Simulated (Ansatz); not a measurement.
monolayer PbI$_{2}$: band-edge transport data

Input:

```xyz
3
Lattice="4.6699 0.0000 0.0000 -2.3349 4.0442 0.0000 0.0000 0.0000 19.7422" Properties=species:S:1:pos:R:3 pbc="T T T"
Pb     0.0000     0.0000     9.8711
I      0.0000     2.6962    11.7322
I      2.3349     1.3481     8.0100
```

Level of theory: PBE with spin-orbit coupling, rigid bands (plane waves, PAW; Ansatz, a program for electronic structure). Condition of this run: spin-orbit coupling switched on. Cell: cell and atoms relaxed with PBE.

```json
{
 "band_gap": "1.76 eV",
 "electron conductivity mass (300 K, dilute)": "0.35 mₑ",
 "hole conductivity mass (300 K, dilute)": "2.0 mₑ",
 "effective density of states N_c (300 K)": "3.8e12 cm⁻²",
 "effective density of states N_v (300 K)": "1.3e14 cm⁻²",
 "Seebeck coefficient, n-type 2.0e12 cm⁻², 300 K": "-222 μV/K",
 "Seebeck coefficient, p-type 2.0e12 cm⁻², 300 K": "496 μV/K"
}
```

Rigid bands; masses and Seebeck coefficients take one relaxation time τ for all states and one kind of carrier; polarons and phonon drag are left out.
